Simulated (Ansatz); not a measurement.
Seebeck coefficient (μV/K, mean over directions) of n-type FeS2 (Pnnm) against carrier density, PBEsol with spin-orbit coupling, rigid bands in Ansatz (a first-principles code). Computed gap 0.88 eV; densities at which minority carriers matter at this gap, or further valleys turn the trend, are left out. Conductivity mass 1.78 mₑ (harmonic mean over directions), N_c = 9.8e19 cm⁻³ at 300 K.

| electron density | 300 K | 500 K |
|---|---|---|
| 1e18 cm⁻³ | -669 | -776 |
| 3e18 cm⁻³ | ___ | -681 |
| 1e19 cm⁻³ | -472 | ___ |
| 3e19 cm⁻³ | -380 | -484 |
| 1e20 cm⁻³ | -285 | -383 |
| 3e20 cm⁻³ | -209 | -295 |
| 1e21 cm⁻³ | -146 | ___ |

Q: Some entries are withheld; supply them.

A: 
- 3e18 cm⁻³, 300 K: -575
- 1e19 cm⁻³, 500 K: -578
- 1e21 cm⁻³, 500 K: -207

Rigid bands with a gap fixed in temperature, one relaxation time for all states, no polarons or phonon drag, and whether or not such doping can be reached.

Formula and space group known from diffraction (Crystallography Open Database), not checked to be the room-temperature form: FeS2 (Pnnm). Treated as nonmagnetic, magnetic states not searched for: FeS2 (Pnnm).
